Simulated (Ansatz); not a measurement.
## How the bulk modulus of RuPtN2 (model structure, started from the PtCoO2 type, R-3m, No. 166, 4 atoms in the cell) moves with the method

No measured value is used here.

| level (code) | value (GPa) | cell (Å³/atom) |
|---|---|---|
| LDA (Ansatz) | 287 | 10.64 |
| PBE (Ansatz) | 241 | 11.26 |
| PBEsol (Ansatz) | 270 | 10.85 |
| r²SCAN (Ansatz) | 260 | 11.08 |

The crystal itself was run without spin with LDA, PBE, PBEsol, r²SCAN; a magnetic state was not tried in these runs. Density-functional levels without +SOC have no spin–orbit coupling. LDA, PBE, PBEsol, r²SCAN: the run has no spin polarisation, so it can have missed a magnetic state. LDA, PBE, PBEsol, r²SCAN: the bulk modulus is −V dP/dV from two relaxed cells at ±2 % in volume. Each level is taken at its own relaxed cell. Cutoffs differ between the levels. Ansatz's density-functional and Hartree–Fock values are scalar-relativistic unless marked +SOC, with PAW data made under PBE.

A model structure was made by putting elements into a prototype or built by hand; it is no filed structure, need not be a known phase, and can be a saddle point held by its symmetry.

Ansatz is an electronic-structure program.
